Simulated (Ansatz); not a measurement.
# alpha quartz: the defect P on the Si site + O vacancy (P_Si+V_O)

Level of theory: PBE, PAW (plane waves to 420 eV; Ansatz, a program for electronic structure). The supercell holds 72 host sites (2×2×2 repeats of the unit cell), with a 2×2×2 Γ-centred k-point sampling for the final energies. Sites at the start: the Si site; O 1.63 Å away. Energies of charged states are corrected for periodic images (point charge plus alignment at distant sites). Dielectric constants: PBE linear response of the host. Host gap at this level: 5.68 eV. These values are not converged in cell size to better than tenths of an eV. Levels are measured in PBE's own, too narrow, gap. Spin–orbit coupling is left out. Each state is the lowest found from its start.

Formation energies E_f are given with the Fermi level at the valence-band maximum. Chemical conditions: O-rich (Δμ(O) = 0.00 eV, Δμ(Si) = -8.33 eV, Δμ(P) = -6.72 eV, bounded by P2O5 (Pnma); only phases computed here count, gases as isolated molecules at 0 K); Si-rich (Δμ(O) = -4.16 eV, Δμ(Si) = 0.00 eV, Δμ(P) = -0.23 eV, bounded by SiP2 (Pbam); only phases computed here count, gases as isolated molecules at 0 K). Reference phases: O: O2 molecule in a box, P: black phosphorus, Si: silicon.

```
charge         moment (μB)  point group  largest move off a lattice site (Å)  image correction with alignment (eV)  E_f, O-rich (eV)  E_f, Si-rich (eV)
------  ------------------  -----------  -----------------------------------  ------------------------------------  ----------------  -----------------
+1      not spin-polarised           C1                                 0.63                                  0.34              3.30               0.96
0                      1.0           C1                                 0.28                                  0.00              7.22               4.88
```

Point groups are those of the whole cell at tolerances of 0.03 and 0.1 Å ("near" where only the looser one holds); none is given for unsettled states.

Transition levels above the valence-band maximum: ε(+1/0) = 3.92 eV. On the lower envelope of the bound states, inside the gap: (+1/0) at 3.92 eV.

Flagged in the runs: a host whose relaxation on this sampling wasn't shown to rest, a strain field that reaches the edge of the cell.

All states together cost roughly 100 core-minutes.
